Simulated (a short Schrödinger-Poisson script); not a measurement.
Stack: MOS inversion layer, SiO2 on p-type Si(111), at 400 K.

From the gate side: 1.3 nm SiO2; 770 nm Si, acceptors 3.1e17 cm⁻³.

Constants are typed, rounded textbook-type inputs, not results; the design itself was drawn at random and stands for no fabricated device. SiO2: permittivity 3.9, conduction-band edge (eV) 3.15, gap (eV) 9, electron mass (mₑ) 0.5. Si: permittivity 11.7, conduction-band edge (eV) 0, gap (eV) 1.124, Nv at 300 K (cm⁻³) 3.1e19.

Channel valleys (confinement mass, in-plane density-of-states mass, number): Δ6 0.258, 0.358, 6. At the gate the conduction-band edge of layer 1 lies 3.17 eV − eVg above the Fermi level of the channel; the field vanishes at the back. Gaps are held at their typed values at every temperature. Mesh 0.03 nm at interfaces.

From a short Schrödinger-Poisson script (our own, NumPy): 1D Poisson equation in equilibrium, electrons quantum, Hartree (BenDaniel-Duke, 12 states a valley, the channel's in-plane mass for all, wave functions free to enter the dielectric), parabolic valleys, classical holes, full ionisation, no traps, pinning or gate leakage.

| Vg (V) | electrons (cm⁻²) | C (μF/cm²) | Δ6 E0 (meV from the Fermi level) |
|---|---|---|---|
| -0.1 | 3.33e9 | 0.191 | 319.3 |
| -0.05 | 1.18e10 | 0.217 | 275.4 |
| 0 | 4.01e10 | 0.307 | 232.9 |
| 0.05 | 1.22e11 | 0.524 | 194.4 |
| 0.1 | 2.99e11 | 0.836 | 163.1 |
| 0.15 | 5.83e11 | 1.12 | 139.7 |
| 0.2 | 9.51e11 | 1.32 | 122.4 |
| 0.25 | 1.38e12 | 1.47 | 109.2 |
| 0.3 | 1.85e12 | 1.57 | 98.7 |
| 0.35 | 2.35e12 | 1.65 | 90.0 |
| 0.4 | 2.87e12 | 1.71 | 82.6 |
| 0.45 | 3.41e12 | 1.77 | 76.3 |
| 0.5 | 3.96e12 | 1.81 | 70.6 |
| 0.55 | 4.53e12 | 1.84 | 65.6 |
| 0.6 | 5.11e12 | 1.88 | 61.0 |
| 0.65 | 5.70e12 | 1.90 | 56.8 |
| 0.7 | 6.30e12 | 1.93 | 52.9 |
| 0.75 | 6.90e12 | 1.95 | 49.4 |
| 0.8 | 7.52e12 | 1.97 | 46.0 |
| 0.85 | 8.13e12 | 1.99 | 42.9 |

Gate voltages with under 1e9 electrons/cm² are left out.

Question: At Vg = 0.85 V the lowest Δ6 subband lies at 42.9 meV from the Fermi level. How many electrons does it hold, and what share of all?

Answer: The two-dimensional density of states is g m/(πħ²) = 8.97e11 cm⁻² meV⁻¹ (both spins), kT = 34.5 meV, so n = D kT ln(1 + exp(−E/kT)) = 7.84e12 cm⁻², 0.96 of the 8.13e12 cm⁻² in all.

Question: Compare the slope of the sheet density between 0.75 and 0.85 V with the geometric capacitance of the layers between gate and channel.

Answer: q Δn/ΔV = 1.97 μF/cm²; ε0/Σ(t/ε) = 2.66 μF/cm². The ratio is 0.74: the channel acts as a further capacitance in series.
